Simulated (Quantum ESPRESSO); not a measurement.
Quantum ESPRESSO run on Cr (Im-3m, 1 atom in the cell): self-consistent single point.

Computed with LDA (PZ), GBRV 1.5 ultrasoft (LDA) pseudopotentials (plane waves; Quantum ESPRESSO).

```
CELL_PARAMETERS angstrom
     -1.45440     1.45440     1.45440
      1.45440    -1.45440     1.45440
      1.45440     1.45440    -1.45440
ATOMIC_POSITIONS crystal
  Cr 0.00000 0.00000 0.00000
```
Moments meant for the start (each program seeds them in its own way; μB, in the order of the atoms Cr): 3.0.

Reference input (self-consistent single point, DFT, PBE, plane waves, GBRV 1.5 ultrasoft (PBE) pseudopotentials): ecutwfc = 50 Ry; ecutrho = 400 Ry; occupations = smearing; smearing = gaussian; degauss = 0.0147 Ry; nspin = 2; potentials = {Cr: cr_pbe_v1.5.uspp.F.UPF}; K_POINTS = automatic 16 16 16 0 0 0; conv_thr = 1e-10 Ry; mixing_beta = 0.3. This run's input differs from it in these lines:

```diff
@@ -24,3 +24,3 @@
 ATOMIC_SPECIES
-Cr    51.9961  cr_pbe_v1.5.uspp.F.UPF
+Cr    51.9961  cr_lda_v1.5.uspp.F.UPF
 ATOMIC_POSITIONS angstrom
```

The program printed (abridged):

```
     Self-consistent Calculation

     iteration #  1     ecut=    50.00 Ry     beta= 0.30

     negative rho (up, down):  4.178E-04 3.738E-04

     total energy              =    -175.17654824 Ry
     estimated scf accuracy    <       2.25422534 Ry

     total magnetization       =     0.49 Bohr mag/cell
     absolute magnetization    =     0.51 Bohr mag/cell

     iteration #  2     ecut=    50.00 Ry     beta= 0.30

     negative rho (up, down):  3.407E-04 4.335E-04

     total energy              =    -175.41847978 Ry
     estimated scf accuracy    <       0.13743011 Ry

     total magnetization       =     0.73 Bohr mag/cell
   [... lines left out ...]

   [... 11 blocks of this kind left out ...]

     iteration # 15     ecut=    50.00 Ry     beta= 0.30

     negative rho (up, down):  2.945E-04 2.945E-04

     total energy              =    -175.48021266 Ry
     estimated scf accuracy    <          1.2E-09 Ry

     total magnetization       =     0.00 Bohr mag/cell
     absolute magnetization    =     0.00 Bohr mag/cell

     iteration # 16     ecut=    50.00 Ry     beta= 0.30

     negative rho (up, down):  2.945E-04 2.945E-04

     Magnetic moment per site  (integrated on atomic sphere of radius R)
     atom   1 (R=0.413)  charge= 12.2804  magn=  0.0000
     End of self-consistent calculation

     Number of k-points >= 100: set verbosity='high' to print the bands.

     the Fermi energy is    17.7247 ev

!    total energy              =    -175.48021266 Ry
     estimated scf accuracy    <          8.8E-11 Ry
     smearing contrib. (-TS)   =      -0.00102670 Ry
     internal energy E=F+TS    =    -175.47918596 Ry

     total magnetization       =     0.00 Bohr mag/cell
     absolute magnetization    =     0.00 Bohr mag/cell

     convergence has been achieved in  16 iterations

     negative rho (up, down):  2.945E-04 2.945E-04

     Forces acting on atoms (cartesian axes, Ry/au):

     atom    1 type  1   force =     0.00000000    0.00000000    0.00000000

     Total force =     0.000000     Total SCF correction =     0.000000

     negative rho (up, down):  2.945E-04 2.945E-04
          total   stress  (Ry/bohr**3)                   (kbar)     P=     -287.05
  -0.00195131  -0.00000000  -0.00000000         -287.05       -0.00       -0.00
  -0.00000000  -0.00195131  -0.00000000           -0.00     -287.05       -0.00
  -0.00000000  -0.00000000  -0.00195131           -0.00       -0.00     -287.05

   JOB DONE.
```

The run converged in 16 iterations. Against the reference run the pressure goes from -14.40 to -28.70 GPa.

The starting cell was generated: these elements placed on a structure prototype, without a prior relaxation; it need not be a known phase or ordering of this composition. Its lattice was rescaled by a random factor within 2.5 % of one. The starting moments vanished: the run ended non-magnetic, which need not be the lowest state. With a pressure of about -29 GPa the cell is away from its equilibrium volume at this level.

Cost on one core of a shared machine: roughly 60 s.
